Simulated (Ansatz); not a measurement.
ReC (model structure, started from the CsCl type, Pm-3m, No. 221, 2 atoms in the cell)

Calculation: LDA in Ansatz (plane waves, PAW).

Numerical settings: plane-wave cutoff 520 eV, 20×20×20 k mesh, Fermi–Dirac smearing 0.05 eV, no spin polarisation, scalar-relativistic PAW data made under PBE.

Cell (relaxed at this level):

```yaml
crystal:
  lattice:
    - [2.65599, 0.00000, 0.00000]
    - [0.00000, 2.65599, 0.00000]
    - [0.00000, 0.00000, 2.65599]
  atoms:
    - { symbol: Re, position: [0.00000, 0.00000, 0.00000] }
    - { symbol: C, position: [0.50000, 0.50000, 0.50000] }
```

```json
{
  "bulk modulus B0": "448 GPa"
}
```

Note: the run has no spin polarisation, so it can have missed a magnetic state; the bulk modulus is −V dP/dV from two relaxed cells at ±2 % in volume; the relaxation could raise the start's symmetry but not lower it, so the cell can be a saddle point.

Spin–orbit coupling is not included; it can open a gap where bands touch, and shift volumes and moduli.

Computed values are for the static lattice.

A model structure was made by putting elements into a prototype or built by hand; it is no filed structure, need not be a known phase, and can be a saddle point held by its symmetry.

Ansatz is a program for electronic structure.
